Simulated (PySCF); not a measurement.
PySCF 2.14.0, TPSSH/def2-svp, df: Y(NH2)(OSiH3)2 ([NH2][Y]([O][SiH3])[O][SiH3]), 14 atoms. The geometry is a generated start, not checked to be a minimum at this level.

- task = energy
- method = tpssh
- basis = def2-svp
- two-electron scheme = density fitting
- mol.max_memory = 3000 MB
- mf.max_cycle = 100
- mf.conv_tol = 1e-09 (default)
- mf.grids.level = 3 (default)
- effective core potentials = those of the basis set, past Kr
- basis functions = 149
- grid points = 180768

```xyz
14

Y      0.0151     0.4797     0.5882
N     -0.2116     0.7005     2.6402
H      0.1511     0.0335     3.3173
H     -0.9655     1.2136     3.0931
O      0.9135    -1.1949    -0.0537
Si     1.9140    -2.4479     0.0748
H      3.2984    -1.9483     0.1747
H      1.7410    -3.2719    -1.1249
H      1.5825    -3.2137     1.2908
O     -1.3978     1.2805    -0.5997
Si    -1.6945     1.9375    -2.0392
H     -0.6409     2.9353    -2.3368
H     -3.0034     2.5923    -1.9390
H     -1.7017     0.9040    -3.0857
```

Charge 0 and multiplicity 1 are set for this test and not shown to be the ground state.

With the defaults (mf.DIIS = CDIIS, mf.diis = true, mf.init_guess = minao, mf.level_shift = 0, newton = off, mf.diis_space = 8, mf.diis_damp = 0) it converges in 15 Fock builds. One run each on 2 threads, 1 BLAS thread, with these changes:
- mf.DIIS = EDIIS
- mf.level_shift = 0.1 Hartree
- mf.init_guess = atom
- mf.init_guess = 1e
- newton = Hessian by the SCF's own integrals
- mf.diis_space = 12
- mf.diis_damp = 0.3
- mf.diis_space = 20
- mf.diis = false

Problem. Name the settings that don't reach the solution of the defaults.

Solution. No convergence: mf.DIIS = EDIIS; mf.diis = false (the run ends without SCF convergence in 100 cycles). The rest reach the solution of the defaults.

```
setting                                      Fock builds             end
-------------------------------------------  -----------  --------------
mf.init_guess = atom                                  14   same solution
mf.level_shift = 0.1 Hartree                          14   same solution
mf.diis_damp = 0.3                                    14   same solution
the defaults                                          15   same solution
mf.diis_space = 20                                    15   same solution
mf.diis_space = 12                                    15   same solution
mf.init_guess = 1e                                    21   same solution
newton = Hessian by the SCF's own integrals           64   same solution
mf.DIIS = EDIIS                                      101  no convergence
mf.diis = false                                      101  no convergence
```

Under newton the count holds the products with the orbital Hessian.
